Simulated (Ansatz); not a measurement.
**What strain tensor (xx, yy, zz, yz, xz, xy) = (+1.88, −1.50, −0.27, +0.20, −1.91, −0.45) % does to PbSe**

The reference is PbSe in the rock salt structure (space group Fm-3m, No. 225; a = 6.1777 Å). Axes: x, y, z lie along the cube axes.

Perturbation: the symmetric strain tensor [0.0188 -0.0045 -0.0191; -0.0045 -0.0150 0.0019; -0.0191 0.0019 -0.0027], atoms relaxed at fixed cell.

All numbers come from Ansatz (a first-principles code), r2SCAN, PAW, cutoff 500 eV, no SOC, earlier PAW set. k-mesh 9×9×9 (Γ-centred); smearing 0.05 eV (Fermi–Dirac).

The volume per atom hardly moves (29.47 Å³ against 29.48 Å³) and the space group becomes P-1 (No. 2) (base: Fm-3m (No. 225)). The shortest interatomic distance decreases by 4.6 pm, from 308.9 pm to 304.3 pm and the energy rises by 8.5 meV/atom. The pressure (mean of the normal stresses, compression positive) grows by 0.084 GPa (-0.01 GPa → 0.08 GPa) and the band gap decreases by 0.25 eV, from 0.67 eV to 0.42 eV. The gap character amounts to indirect, X → R and the smallest direct gap drops by 0.08 eV to 0.59 eV. The valley order (the lowest conduction-band minima on the path, energy above the VBM, named in the base's zone) goes from L along ⟨111⟩ 0.67 eV; a point along ⟨110⟩, about 0.6 Å⁻¹ from Γ 1.47 eV to L along [111] 0.42 eV; L along [1-11] 0.45 eV; L along [11-1] 0.61 eV; L along [1-1-1] 0.69 eV and the stress (xx, yy, zz, yz, xz, xy; compression positive) amounts to (-1.91, 1.84, 0.30, -0.09, 0.68, 0.17) GPa.

Final structure:

```yaml
crystal:
  lattice:
    - [-0.07290, 3.04854, 3.08653]
    - [3.08792, -0.00788, 3.02151]
    - [3.13302, 3.02862, -0.05297]
  atoms:
    - { symbol: Se, position: [0.00000, 0.00000, 0.00000] }
    - { symbol: Pb, position: [0.50000, 0.50000, 0.50000] }
```

Spin-orbit coupling, missing from the scalar runs, can matter with Pb. Whether these cells are dynamically stable was not tested. k-point labels follow each cell's own Brillouin zone.
